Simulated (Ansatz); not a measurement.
Fluorite NiSi₂ was calculated with B3LYP (VWN-RPA form) (PAW; Ansatz, a program for electronic structure).

Run with plane-wave cutoff 460 eV, 10×10×10 k mesh, Fermi–Dirac smearing 0.05 eV, no spin polarisation, scalar-relativistic PAW data made under PBE.

The volume scan:

| V (Å³/atom) | E − E_lowest (meV/atom) |
|---|---|
| 12.832 | 19.28 |
| 13.119 | 6.72 |
| 13.508 | 0.00 |
| 13.845 | 2.49 |
| 14.183 | 11.61 |

Question: Estimate the bulk modulus and its pressure derivative from these points.

Answer: V0 = 13.560 Å³/atom, B0 = 143 GPa, B′ = 4.8 (fit to the energies at full precision).

Measured, for comparison: equilibrium volume per atom 13.17 Å³/atom (temperature not stated, no zero-point or thermal correction; as tabulated in Wikipedia's data pages). Computed (rounded) less measured: equilibrium volume per atom +3.0 %.

Note: the run has no spin polarisation, so it can have missed a magnetic state.
